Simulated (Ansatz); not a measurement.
Effect of uniaxial strain ε_zz = −2.00 % on GaP

The parent structure is GaP in the zinc blende structure (space group F-43m, No. 216; a = 5.4386 Å). Axes: x, y, z lie along the cube axes.

The change: the cell is compressed by 2.00 % along z with no lateral relaxation, atoms relaxed at fixed cell.

Computed with Ansatz (an electronic-structure program) PBEsol, scalar-relativistic without spin-orbit coupling. Settings: 11×11×11 k-points, 0.05 eV Fermi–Dirac smearing.

The space group goes from F-43m (No. 216) to I-4m2 (No. 119) and the shortest interatomic distance shrinks by 1.6 pm to 233.9 pm. The energy goes up by 3.4 meV/atom and the band gap drops by 0.228 eV, from 1.45 eV to 1.23 eV. The gap character is indirect, Γ → Γ–M (87 % along) and the smallest direct gap grows by 0.09 eV to 1.89 eV. The electron mass changes from 1.2 mₑ along k, 0.23 mₑ across (off the special points) to 1.1 mₑ along k, 0.22 mₑ across (off the special points) and the hole mass amounts to 0.11 mₑ along z, 0.35 mₑ across (at Γ). The valence-band top at Γ (three highest levels, from the VBM) becomes 0.00, -0.11, -0.11 eV (base: 0.00, 0.00, 0.00 eV) and the stress (xx, yy, zz, yz, xz, xy; compression positive) comes out as (1.30, 1.30, 2.75, 0.00, 0.00, 0.00) GPa.

Final structure:

```xyz
2
Lattice="0.0000 2.7193 2.6649 2.7193 0.0000 2.6649 2.7193 2.7193 0.0000" Properties=species:S:1:pos:R:3 pbc="T T T"
Ga     0.0000     0.0000     0.0000
P      1.3596     1.3596     1.3324
```

Cost of the whole job for the changed cell (relaxation, final SCF and bands): roughly 21 core-seconds.

Effective masses come from finite differences of ±0.01 Å⁻¹. Along k means along the line from Γ to the band edge. Stability against distortions was not tested. Labels are those of the standard path for the cell's own space group.
